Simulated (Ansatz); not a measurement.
ZnSe₂ (Pa-3, No. 205, 12 atoms in the cell; start mp-1102515), treated with PBEsol+SOC (plane waves, PAW; Ansatz, a program for electronic structure).

Numerical settings: plane-wave cutoff 520 eV, 6×6×6 k mesh, Fermi–Dirac smearing 0.01 eV, PAW data made under PBE.

Cell (relaxed with PBEsol):

```cif
data_Se8Zn4
_chemical_formula_sum 'Zn4 Se8'
_space_group_name_H-M_alt 'Pa-3'
_space_group_IT_number 205
_space_group_name_Hall '-P 2ac 2ab 3'
_cell_length_a 6.23883
_cell_length_b 6.23883
_cell_length_c 6.23883
_cell_angle_alpha 90.000
_cell_angle_beta 90.000
_cell_angle_gamma 90.000
loop_
_atom_site_label
_atom_site_type_symbol
_atom_site_symmetry_multiplicity
_atom_site_Wyckoff_symbol
_atom_site_fract_x
_atom_site_fract_y
_atom_site_fract_z
_atom_site_occupancy
Zn1 Zn 4 a 0.00000 0.00000 0.00000 1
Se1 Se 8 c 0.39001 0.39001 0.39001 1
```

Question: What does this level give for the band gap and smallest direct gap on the k points sampled?

Answer: 
* **band gap**: 0.67 eV (indirect)
* **smallest direct gap on the k points sampled**: 0.82 eV

Static lattice: no zero-point or thermal effects.

A start named mp-… is a Materials Project structure, which need not be a measured phase.
